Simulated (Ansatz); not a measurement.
The parent structure is Re in the hcp (Mg type) structure (space group P6_3/mmc, No. 194; a = 2.752 Å, c = 4.440 Å; relaxed with 0.1 eV smearing). Axes: x lies along a and z along c of the hexagonal cell.

Structures relaxed with DFT with PBEsol, PAW potentials and a 420 eV plane-wave cutoff in Ansatz (a first-principles code), no spin-orbit coupling.

Base:

Simulated powder pattern, Cu Kα, λ = 1.54184 Å (kinematic, ideal powder, no thermal factors, no anomalous dispersion; the 8 strongest lines at most, above 2 %, up to 2θ = 90°):

| 2θ (°) | I/Imax (%) | hkl |
|---|---|---|
| 37.75 | 24 | (100) |
| 40.64 | 26 | (002) |
| 43.08 | 100 | (101) |
| 56.66 | 15 | (102) |
| 68.15 | 18 | (110) |
| 75.64 | 20 | (103) |
| 82.47 | 22 | (112) |
| 84.11 | 16 | (201) |

The change: biaxial strain −2.00 %, plane normal [001], relaxed out of plane (Cartesian); in-plane vectors clamped, the third vector and the atoms free.

Predict the new powder pattern.


Simulated powder pattern, Cu Kα, λ = 1.54184 Å (kinematic, ideal powder, no thermal factors, no anomalous dispersion; the 8 strongest lines at most, above 2 %, up to 2θ = 90°):

| 2θ (°) | I/Imax (%) | hkl |
|---|---|---|
| 38.55 | 23 | (100) |
| 40.09 | 28 | (002) |
| 43.67 | 100 | (101) |
| 56.83 | 16 | (102) |
| 69.74 | 17 | (110) |
| 75.32 | 21 | (103) |
| 83.61 | 22 | (112) |
| 86.01 | 15 | (201) |

The indices refer to the base's conventional cell; one index is shown for lines that coincide.

Stability against distortions was not tested. All final runs are without spin polarisation.
